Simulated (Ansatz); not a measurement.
The parent structure is CuI in the zinc blende structure (space group F-43m, No. 216).

```
CuI
1.0
    0.00000     2.96965     2.96965
    2.96965     0.00000     2.96965
    2.96965     2.96965     0.00000
I Cu
1 1
Cartesian
  4.45448   4.45448   4.45448
  0.00000   0.00000   0.00000
```

Levels (all Ansatz, a quantum-chemistry and plane-wave program, PAW): PBEsol (420 eV, no spin-orbit coupling); HSE06 (420 eV, no spin-orbit coupling).

Its gap is 1.17 eV with PBEsol and 2.76 eV with HSE06.

It is then changed as follows: a hydrostatic pressure of 2.1 GPa.

With PBEsol the gap becomes 1.29 eV.

If the HSE06 correction stayed the same, what would the HSE06 gap be, and what does the HSE06 run give?

A rigid correction of +1.59 eV gives 2.88 eV. The HSE06 run gives 2.86 eV, so the two effects roughly add.

Single points use the geometry relaxed with PBEsol. Spin-orbit coupling, missing from the scalar runs, can matter with I. Load acts through the strain it causes; cell and atoms are relaxed under it. Stability against distortions was not tested. Tetrahedral semiconductors of this kind turn to denser phases somewhere between about 1 and 50 GPa; those were not computed, so compressed cells here can lie past the real transition. All final runs are without spin polarisation.
